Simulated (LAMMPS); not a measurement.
MD of W (bcc) at zero pressure, 1024 atoms, as a crystal; each row is its own run.

Computed with classical MD, pair style meam, file library.meam (library.meam-W), run in LAMMPS.

```
T (K)  volume (Å³/atom)
-----  ----------------
200              15.905
300              15.935
2220             16.619
```

Question: Fit a straight line, y = a + b x, to these rows (x is the first column, y the second) and predict the run at x = 1660.

Answer: Least squares gives a = 15.831 and b = 0.0003547. At x = 1660 the fit predicts 16.420 Å³/atom. The run itself gave 16.401 ± 0.001 Å³/atom, so the fit is 0.12 % high.

Caution: the potential MEAM library.meam-W is a first-neighbour MEAM set with a 4 Å cutoff, used here without a parameter file and away from the static properties it was fitted to.

Caution (row 2220): a run this short can hold a crystal over, or a liquid under, the potential's own melting point, which these runs don't give.
